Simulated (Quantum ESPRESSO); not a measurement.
Density of states of a (001) slab of ZnO (cut from a parent of space group no. 186; 4 atoms in the cell).

```
ZnO
1.0
    3.20983     0.00000     0.00000
   -1.60492     2.77980     0.00000
    0.00000     0.00000    16.59090
Zn O
2 2
Direct
  0.66667   0.33333   0.36164
  0.33333   0.66667   0.51902
  0.66667   0.33333   0.48097
  0.33333   0.66667   0.63836
```

Level of theory: LDA (PZ), GBRV 1.5 ultrasoft (LDA) pseudopotentials (plane waves; Quantum ESPRESSO).

SCF settings: ecutwfc = 50 Ry; ecutrho = 250 Ry; occupations = smearing; smearing = methfessel-paxton; degauss = 0.0073499 Ry; potentials = {Zn: zn_lda_v1.uspp.F.UPF, O: o_lda_v1.2.uspp.F.UPF}; K_POINTS = automatic 10 10 1 0 0 0; conv_thr = 1e-10 Ry; mixing_beta = 0.3. Keys of the DOS step: nscf.calculation = nscf; nscf.verbosity = high; nscf.occupations = tetrahedra_opt; nscf.nbnd = 34; nscf.startingwfc = random; nscf.diago_thr_init = 1e-06; nscf.diagonalization = cg; nscf.K_POINTS = automatic 20 20 1 0 0 0; dos.x.fildos = dos.dat; dos.x.Emin = -15 eV; dos.x.Emax = 30 eV; dos.x.DeltaE = 0.1 eV.

The starting cell comes from a database of computed structures (which also holds hypothetical and non-ambient phases and stackings), without a prior relaxation at this level. The slab is cut from that crystal, and its faces are unrelaxed. Its lattice was rescaled in the plane by a random factor within 2.5 % of one. Spin polarisation is off, though cut faces can carry moments; the slab shows no gap. The two faces of this cut differ, and no dipole correction was used.

Total DOS (both spins), as means of the tabulated values in each energy bin; the zero is the program's Fermi level or highest filled level, and the curve is cut to this window:

| E (eV) | states/eV/cell |
|---|---|
| -7.75 | 0.00 |
| -7.25 | 0.00 |
| -6.75 | 10.3 |
| -6.25 | 6.95 |
| -5.75 | 8.35 |
| -5.25 | 2.59 |
| -4.75 | 4.78 |
| -4.25 | 2.55 |
| -3.75 | 0.67 |
| -3.25 | 2.89 |
| -2.75 | 1.79 |
| -2.25 | 1.26 |
| -1.75 | 1.44 |
| -1.25 | 3.03 |
| -0.75 | 5.39 |
| -0.25 | 5.18 |
| 0.25 | 3.02 |
| 0.75 | 0.46 |
| 1.25 | 0.44 |
| 1.75 | 0.38 |
| 2.25 | 0.54 |
| 2.75 | 0.68 |

Around zero the curve holds about 4.6 states/eV/cell.
